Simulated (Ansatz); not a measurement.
# A15 Nb3Sn (cubic form, which distorts at low temperature)

Calculation: PBEsol (Ansatz, a program for electronic structure, PAW).

Settings: plane-wave cutoff 500 eV, 10×10×10 k mesh, Fermi–Dirac smearing 0.1 eV, no spin polarisation, scalar-relativistic PAW data made under PBE.

Cell (relaxed at this level):

Nb3Sn is modelled in the cubic space group Pm-3n (No. 223), the A15 (Cr3Si type) structure, Pearson symbol cP8. Conventional cell: a = 5.2600 Å, b = 5.2600 Å, c = 5.2600 Å, α = 90.00°, β = 90.00°, γ = 90.00°. Nb on 6c is surrounded by 2 Nb at 2.630 Å and 8 Nb at 3.221 Å and 4 Sn at 2.940 Å. Sn on 2a has 12 Nb at 2.940 Å. (Neighbours: up to the widest gap in distance over summed covalent radii, below 1.35, at either atom.)

```json
{
 "equilibrium_volume_per_atom": "18.19 Å³/atom",
 "lattice_constant_a": "5.260 Å"
}
```

Measured, for comparison: equilibrium volume per atom 18.49 Å³/atom, lattice constant a 5.289 Å (temperature not stated, no zero-point or thermal correction; as tabulated in Priinits et al. (2024), arXiv:2406.00817). Computed (rounded) less measured: equilibrium volume per atom -1.6 %, lattice constant a -0.5 %. A static lattice is as a rule a little smaller and stiffer than an uncorrected measurement, which narrows the difference in the equilibrium volume per atom, lattice constant a and would widen misses of the other sign.

Note: symmetry holds this phase in the static calculation, where it need not be a minimum.

Spin–orbit coupling is not included.

Static lattice: no zero-point or thermal effects.
